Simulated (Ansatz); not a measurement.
An Ansatz (a program for electronic structure) run: SnO2 with a change (uniaxial strain ε_zz = +1.20 %); PBEsol (Ansatz), scalar-relativistic without spin-orbit coupling.

Input:

Ansatz 0.2 input:
```yaml
crystal:
  lattice:
    - [4.7691766349, 0, 0]
    - [0, 4.7691766349, 0]
    - [0, 0, 3.2505478411]
  atoms:
    - { symbol: Sn, position: [0, 0, 0] }
    - { symbol: Sn, position: [0.5, 0.5, 0.5] }
    - { symbol: O, position: [0.3062729855, 0.3062729855, 0] }
    - { symbol: O, position: [0.8062729855, 0.1937270145, 0.5] }
    - { symbol: O, position: [0.1937270145, 0.8062729855, 0.5] }
    - { symbol: O, position: [0.6937270145, 0.6937270145, 0] }
basis: { ecutwfc: 420, ecutrho_ratio: 4, xc_grid: 2, fft_grid_basis: typed }
kpoints: { mp_grid: { grid: [7, 7, 10] } }
hamiltonian:
  xc: pbesol
  dispersion: none
  pseudopotentials: { kind: paw }
scf: { occupations: { method: fermi_dirac, width: 0.05 }, convergence: { dr2_threshold: 0.0000000006 } }
relax: { f_tol: 0.005, max_steps: 50 }
output: { forces: true, stress: true }
checkpoint: { write: state.ck, write_every: 1000 }
```

Output (explanatory and most iteration lines left out):

```
Relaxation: its limit of steps is 50 (relax.max_steps)
Pseudopotential: Sn, paw, valence charge 14
Pseudopotential: O, paw, valence charge 6
Crystal: 6 atoms, lattice volume = 73.934 Å³
Basis set: ecut = 420 eV, 1459 PW (Γ), exchange–correlation on 64×64×48 points (8 copies of the dense FFT grid, shifted against one another)
Bands: 32, of which v1, the nominal top of the filled ones, is band 26 counted from 1 (25 counted from 0)
Symmetry: 16 space group operations
Space group: P42/mnm (ITA 136), of the structure as read, at distance tolerance 4.2e-5 Å
k-points: 60 of 490
Functional: x = pbesol(κ = 0.804, μ = 0.12345679012345678), c = pbesol(β = 0.046)
SCF iter   1: F=—  HF=-14143.098253 eV  |F-HF|=—  |Δ(HF+E_count)|=         —  Δρ=1.62e-2  dr2=1.56e-1  ethr=1.77e-3  ⟨swp⟩=6.0  Hψ=8521  notcnv=0  defer=5
SCF iter   2: F=—  HF=-14143.054700 eV  |F-HF|=—  |Δ(HF+E_count)|=   4.36e-2  Δρ=2.57e-3  dr2=2.28e-3  ethr=3.00e-4  ⟨swp⟩=2.1  Hψ=3239  notcnv=0  defer=99
SCF 1 converged in 8 iterations: F = -14143.054584 eV  dr2 = 2.86e-10
relax step   1: F+E_penalty+E_count = -14143.05458364 eV  Δ(F+E_penalty+E_count) = +0.000e0 eV  max|allowed force component| = 4.928e-2 eV/Å  Δτ_max = 0.0000 Å  (8 SCF iters, accepted)
Crystal: 6 atoms, lattice volume = 73.934 Å³
SCF iter   1: F=—  HF=-14143.055079 eV  |F-HF|=—  |Δ(HF+E_count)|=         —  Δρ=3.86e-4  dr2=4.68e-5  ethr=8.78e-8  ⟨swp⟩=2.0  Hψ=6089  notcnv=0  defer=99
SCF iter   2: F=—  HF=-14143.055011 eV  |F-HF|=—  |Δ(HF+E_count)|=   6.82e-5  Δρ=2.05e-4  dr2=1.49e-5  ethr=8.78e-8  ⟨swp⟩=1.0  Hψ=1821  notcnv=0  defer=99
SCF 2 converged in 6 iterations: F = -14143.055005 eV  dr2 = 2.28e-10
relax step   2: F+E_penalty+E_count = -14143.05500452 eV  Δ(F+E_penalty+E_count) = -4.209e-4 eV  max|allowed force component| = 1.488e-2 eV/Å  Δτ_max = 0.0023 Å  (6 SCF iters, accepted)
Crystal: 6 atoms, lattice volume = 73.934 Å³
SCF iter   1: F=—  HF=-14143.055112 eV  |F-HF|=—  |Δ(HF+E_count)|=         —  Δρ=1.67e-4  dr2=8.70e-6  ethr=1.69e-7  ⟨swp⟩=2.4  Hψ=4308  notcnv=0  defer=99
SCF iter   2: F=—  HF=-14143.055048 eV  |F-HF|=—  |Δ(HF+E_count)|=   6.45e-5  Δρ=8.82e-5  dr2=2.79e-6  ethr=1.67e-8  ⟨swp⟩=1.0  Hψ=2400  notcnv=0  defer=99
SCF 3 converged in 5 iterations: F = -14143.055047 eV  dr2 = 5.81e-10
relax step   3: F+E_penalty+E_count = -14143.05504659 eV  Δ(F+E_penalty+E_count) = -4.207e-5 eV  max|allowed force component| = 4.542e-5 eV/Å  Δτ_max = 0.0010 Å  (5 SCF iters, accepted)
SCF converged after 5 iterations
Free energy (F): -14143.055047 eV
Internal energy: -14143.055043 eV  (E = F + TS)
E sigma→0 (E₀):  -14143.055045 eV
Entropy (-TS):   -0.000003 eV (-0.001 meV/atom)
Fermi energy:    9.313717 eV
--- Forces (eV/Å), atoms counted from 1 ---
  atom   1  Sn     0.00000000    -0.00000000     0.00000000
  atom   2  Sn     0.00000000     0.00000000     0.00000000
  atom   3  O     -0.00004542    -0.00004542     0.00000000
  atom   4  O     -0.00004542     0.00004542     0.00000000
  atom   5  O      0.00004542    -0.00004542     0.00000000
  atom   6  O      0.00004542     0.00004542     0.00000000
--- Stress (GPa, compression-positive) ---
       -1.663555       0.000000       0.000000
        0.000000      -1.663555       0.000000
        0.000000       0.000000      -4.655199
  P = ⅓ Tr σ = -2.6608 GPa (-26.608 kbar)
--- Relaxed structure (3 steps of the walk, 3 accepted, 0 SCFs on fresh bases) ---
  atoms:
    - { symbol: Sn, position: [3.7889215668504226e-20, 1.894460783425215e-20, 0.0] }
    - { symbol: Sn, position: [0.5, 0.5, 0.49999999999999994] }
    - { symbol: O, position: [0.30676556050008347, 0.30676556050008347, 0.0] }
    - { symbol: O, position: [0.8067655605000835, 0.19323443949991642, 0.49999999999999994] }
    - { symbol: O, position: [0.19323443949991642, 0.8067655605000835, 0.49999999999999994] }
    - { symbol: O, position: [0.6932344394999165, 0.6932344394999165, 0.0] }
```

Whether these cells are dynamically stable was not tested. The cell was made from SnO2 in the rutile structure (space group P4_2/mnm, No. 136) by this change: uniaxial strain ε_zz = +1.20 %.
